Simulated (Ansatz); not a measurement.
(GaP)7/(BeTe)7 zinc blende (110) superlattice on GaP, space group Pmm2.

The geometry comes from a PBE relaxation.

```yaml
crystal:
  lattice:
    - [3.89389, 0.00000, 0.00000]
    - [0.00000, 5.50491, 0.00000]
    - [0.00000, 0.00000, 27.84508]
  atoms:
    - { symbol: Ga, position: [0.00000, 0.02806, 0.00368] }
    - { symbol: P, position: [0.50000, 0.27027, 0.99741] }
    - { symbol: Ga, position: [0.50000, 0.51338, 0.06849] }
    - { symbol: P, position: [0.00000, 0.76308, 0.07043] }
    - { symbol: Ga, position: [0.00000, 0.01482, 0.13993] }
    - { symbol: P, position: [0.50000, 0.26506, 0.13913] }
    - { symbol: Ga, position: [0.50000, 0.51403, 0.20944] }
    - { symbol: P, position: [0.00000, 0.76402, 0.20944] }
    - { symbol: Ga, position: [0.00000, 0.01482, 0.27895] }
    - { symbol: P, position: [0.50000, 0.26506, 0.27974] }
    - { symbol: Ga, position: [0.50000, 0.51338, 0.35039] }
    - { symbol: P, position: [0.00000, 0.76308, 0.34845] }
    - { symbol: Ga, position: [0.00000, 0.02806, 0.41520] }
    - { symbol: P, position: [0.50000, 0.27027, 0.42146] }
    - { symbol: Be, position: [0.50000, 0.47420, 0.48697] }
    - { symbol: Te, position: [0.00000, 0.73336, 0.49226] }
    - { symbol: Be, position: [0.00000, 0.98252, 0.56430] }
    - { symbol: Te, position: [0.50000, 0.23824, 0.56265] }
    - { symbol: Be, position: [0.50000, 0.48119, 0.63609] }
    - { symbol: Te, position: [0.00000, 0.73713, 0.63673] }
    - { symbol: Be, position: [0.00000, 0.98177, 0.70944] }
    - { symbol: Te, position: [0.50000, 0.23756, 0.70944] }
    - { symbol: Be, position: [0.50000, 0.48119, 0.78279] }
    - { symbol: Te, position: [0.00000, 0.73713, 0.78215] }
    - { symbol: Be, position: [0.00000, 0.98252, 0.85458] }
    - { symbol: Te, position: [0.50000, 0.23824, 0.85622] }
    - { symbol: Be, position: [0.50000, 0.47420, 0.93191] }
    - { symbol: Te, position: [0.00000, 0.73336, 0.92662] }
```

All values below come from HSE06 with spin-orbit coupling (plane waves to 420 eV, PAW; Ansatz, an electronic-structure program).  Its k-point mesh 4×3×1, Fermi–Dirac width 0.01 eV. HSE06 ran on meshes of its own (4×3×1); its edges and gaps are taken over the mesh and over extra points off it, mostly where PBE has its edges.

Problem. List the levels next to the gap at (0.500, 0.000, 0.000) of this cell's own (folded) zone, from the top of the valence band (the table ends after a fixed count of bands, which can cut a degenerate set).

Solution. 
```
band  E − E_v (eV)
----  ------------
v8          -2.407
v7          -2.407
v6          -2.359
v5          -2.359
v4          -1.834
v3          -1.834
v2          -1.761
v1          -1.761
c1           1.889
c2           1.889
c3           2.140
c4           2.140
c5           2.147
c6           2.147
c7           2.250
c8           2.250
```
